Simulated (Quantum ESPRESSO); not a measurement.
A working Quantum ESPRESSO input for Sr₂Ir (Fm-3m, 3 atoms in the cell) (DFT, LDA (PW92), plane waves, PseudoDojo standard norm-conserving (LDA) pseudopotentials):

```fortran
&control
    calculation = 'scf'
    prefix = 'Sr2Ir'
    outdir = './tmp/'
    pseudo_dir = './'
    tprnfor = .true.
    tstress = .true.
/
&system
    ibrav = 0
    celldm(1) = 9.653599118
    nat = 3
    ntyp = 2
    ecutwfc = 70
    occupations = 'smearing'
    smearing = 'methfessel-paxton'
    degauss = 0.0073499
/
&electrons
    conv_thr = 1.0d-9
/
ATOMIC_SPECIES
Sr    87.6200  Sr.upf
Ir   192.2170  Ir.upf
CELL_PARAMETERS alat
   0.000000000     0.707106781     0.707106781
   0.707106781     0.000000000     0.707106781
   0.707106781     0.707106781     0.000000000
ATOMIC_POSITIONS alat
Sr    1.060660172    1.060660172    1.060660172
Sr    0.353553391    0.353553391    0.353553391
Ir    0.000000000    0.000000000    0.000000000
K_POINTS automatic
6 6 6  0 0 0
```

The run converged in 12 iterations: free energy E − TS -4993.5279 eV; Fermi level (on the code's own zero) 8.97 eV; pressure -3.38 GPa. Each of these slips is then made, one at a time:

(1)
```diff
-    degauss = 0.0073499
```

(2)
```diff
+    tot_charge = 1
```

Question: Predict the outcome of each change.

Answer: 
(1) Smearing without a width. The program stopped before any SCF iteration.
```
Error in routine  set_occupations (1):
smearing requires a value for gaussian broadening (degauss)
```

(2) An unintended net charge. The run converged in 14 iterations without an error; against the sound input the pressure goes from -3.38 to -23.83 GPa. The full log also holds: “WARNING: integrated charge=    36.00538681, expected=    36.00000000” and “WARNING: integrated charge=    36.00438180, expected=    36.00000000”.

The starting cell comes from a database of computed structures (which also holds hypothetical and non-ambient phases and stackings), without a prior relaxation at this level. Spin polarisation is off. In the base run, with a pressure of about -3 GPa the cell is away from its equilibrium volume at this level.

Left out of this page: 3 runs of the series outside the window shown, repeating another row's setting, or not comparable.
